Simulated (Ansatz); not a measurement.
# How far PBE and PBEsol part for hypothetical fluorite CdCl2, Cd → Zn

The parent structure is CdCl2 in the fluorite structure (space group Fm-3m, No. 225; a = 6.590 Å; a hypothetical phase, not in the database extracts checked).

(Cell as relaxed with PBE.)

Levels (all Ansatz, a first-principles code, PAW): PBE (420 eV, no SOC); PBEsol (420 eV, spin-orbit coupling left out).

Each level relaxes its own structure.

```tsv
base	PBE	PBEsol
volume per atom	23.84 Å³	22.44 Å³
lattice parameter a	12.452 bohr	12.202 bohr
band gap	1.43 eV	1.49 eV
```

It is then changed as follows: full substitution Cd → Zn; the structure is relaxed again.

```csv
quantity,PBE,PBEsol
shift of the gap caused by the change,-0.48 eV,…
electron mass,0.19 mₑ (at Γ),…
band gap,0.95 eV,…
```

Q: What does PBEsol give?

A: 
- shift of the gap caused by the change, PBEsol: -0.44 eV
- electron mass, PBEsol: 0.19 mₑ (at Γ)
- band gap, PBEsol: 1.05 eV

PBE's shift of the gap caused by the change lies 0.046 eV below PBEsol's; PBE's band gap lies 0.10 eV below PBEsol's; the two agree on the electron mass. Neither level is exact; PBEsol is the comparison here, not a measurement.

Effective masses come from finite differences of ±0.01 Å⁻¹. Stability against distortions was not tested. As relaxed here, ZnCl2 is a hypothetical phase, not in the database extracts checked.
